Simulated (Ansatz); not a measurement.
Start from MgCu2 in the cubic Laves (MgCu2 type) structure (space group Fd-3m, No. 227; a = 6.934 Å). Axes: x, y, z lie along the cube axes.

Level of theory: PBEsol (Ansatz, a program for electronic structure), no spin-orbit coupling.

Base values:

| Quantity | Value |
|---|---|
| Pressure | 0.0 GPa |
| Shortest interatomic distance | 2.452 Å |
| Band gap | zero |

It is then changed as follows: uniaxial strain ε_zz = −5.98 %, all other strain components held at zero; the atoms relax in the strained cell.

Task: What does the calculation give for the pressure, energy relative to the base, shortest interatomic distance and band gap after the change?

Result: The pressure (mean of the normal stresses, compression positive) goes from zero to 7.7 GPa; the energy increases by 27 meV/atom; the shortest interatomic distance falls by 0.072 Å (2.452 Å → 2.380 Å); the band gap remains zero.

Without a gap, meshes like the base's 12×12×12 leave anisotropic stresses uncertain by several tenths of a GPa, and small strain energies with them. No phonon test of stability was made. The final runs are not spin-polarised.
